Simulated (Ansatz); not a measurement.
We consider zinc-blende PbS (model structure), described by r²SCAN+rVV10 in Ansatz (plane waves, PAW).

Run with plane-wave cutoff 500 eV, 10×10×10 k mesh, Fermi–Dirac smearing 0.05 eV, scalar-relativistic PAW data made under PBE.

Cell (relaxed at this level):

Space group F-43m (No. 216); a = b = c = 6.5658 Å, α = β = γ = 90.00°

```csv
atom,site,symmetry,x,y,z
Pb,4a,-43m,0.0000,0.0000,0.0000
S,4d,-43m,0.7500,0.7500,0.7500
```
(The calculation used a cell of 2 atoms; values per cell refer to that cell.)

Question: Give the computed band gap.

Answer: 
- band gap = 0.89 eV (on the SCF k mesh)

Note: the relaxation could raise the start's symmetry but not lower it, so the cell can be a saddle point.

Spin–orbit coupling is not included; with these elements it can move the gap by several tenths of an eV or more.

Static lattice: no zero-point or thermal effects.

The result took around 50 core-seconds (rough).

A model structure was made by putting elements into a prototype or built by hand; it is no filed structure, need not be a known phase, and can be a saddle point held by its symmetry.

Ansatz is a quantum-chemistry and plane-wave program.
